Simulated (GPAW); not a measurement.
## Equation of state of wurtzite CdS (space group 186): energy against volume (GPAW, LDA)

```yaml
crystal:
  lattice:
    - [3.97898, 0.00000, 0.00000]
    - [-1.98949, 3.44590, 0.00000]
    - [0.00000, 0.00000, 6.45864]
  atoms:
    - { symbol: Cd, position: [0.33333, 0.66667, 0.00000] }
    - { symbol: Cd, position: [0.66667, 0.33333, 0.50000] }
    - { symbol: S, position: [0.33333, 0.66667, 0.37700] }
    - { symbol: S, position: [0.66667, 0.33333, 0.87700] }
```

Method of the run: LDA (Perdew-Wang 92), GPAW PAW datasets LDA (gpaw-data 1.0.1) (plane waves; GPAW). Settings: mode = pw; ecut = 585 eV; xc = LDA; kpts = 9 9 5; mesh shift (steps) = 0 0 0; occupations.name = fermi-dirac; occupations.width = 0.01 eV; nbands = -4; convergence.density = 1e-05 e/electron; convergence.bands = -2; symmetry.symmorphic = false; symmetry.tolerance = 0.0005; maxiter = 150. The cell above is the first row's. The rows scale it uniformly. In all rows fractional positions and the k mesh are held. E is the free energy at the stated smearing, counted from the lowest row.

```csv
V (Å^3/atom),E (meV/atom)
22.139,?
22.620,12.97
23.101,4.04
23.583,0.00
24.064,0.30
24.545,4.50
25.027,12.18
25.508,22.95
25.989,36.49
```

Fit E against V with the third-order Birch-Murnaghan form, a cubic in V^(-2/3), and predict the withheld value at V = 22.139.

With u = V^(-2/3) - 0.119, the rows have u = 0.006027, 0.004286, 0.002600, 0.000974, -0.000598, -0.002123, -0.003597, -0.005026. Least squares gives E = 2.455 - 2958.6·u + 768526·u² + 1957254·u³. Residuals (row less fit): 0.001, -0.006, 0.008, -0.004, 0.001, -0.001, 0.001, 0.000; standard error 0.006 (degrees of freedom: 4). Its minimum lies at u = 0.001911, so V0 = (0.120911)^(-3/2) = 23.78. There d²E/du² = 1559000 and d³E/du³ = 1.174e7, so B0 = (4/9) × 23.78^(-7/3) × 1559000 × 0.160218 = 68.3 GPa (the last factor turns the table's units into GPa), and B0' = 4 + (2/3) × 0.120911 × (1.174e7)/1559000 = 4.6. The program's pressures in the fitted runs (not shown) pass through zero at V = 23.76, 0.08 % from this V0. At the withheld row, u = 0.007832, so E = 2.455 - 2958.6 × 0.007832 + 768526 × 0.007832² + 1957254 × 0.007832³ = 27.365 meV/atom. The calculation gives 27.35 meV/atom, 0.015 meV/atom below the prediction (under 0.05 % of the range of E in the table). The row lies outside the fitted rows, so this is an extrapolation. From the scatter of the fitted rows alone, a prediction at this place has a standard error of 0.016 meV/atom, so the miss is 0.9 times that.

Carrying the step between the two nearest rows on in a straight line would have given 21.90, off by 5.45; series whose last step already gives the withheld value aren't shown. The scan was laid around a cell of about the measured size, scaled by a guess for this functional; axis ratios and inner coordinates come from that cell. The runs keep the symmetry of the cell, so they don't test it for distortions. The shape of the cell and the inner coordinates aren't relaxed, so V0 and B0 belong to this uniform scaling; a relaxed crystal lies no higher in energy and is usually softer. Cutoffs and mesh are single choices, not tested for convergence of this quantity. Series with a scatter that would blur these digits, or in which a gap closes, are not shown. Nor are scans whose minimum lies at an end fitted in this form.
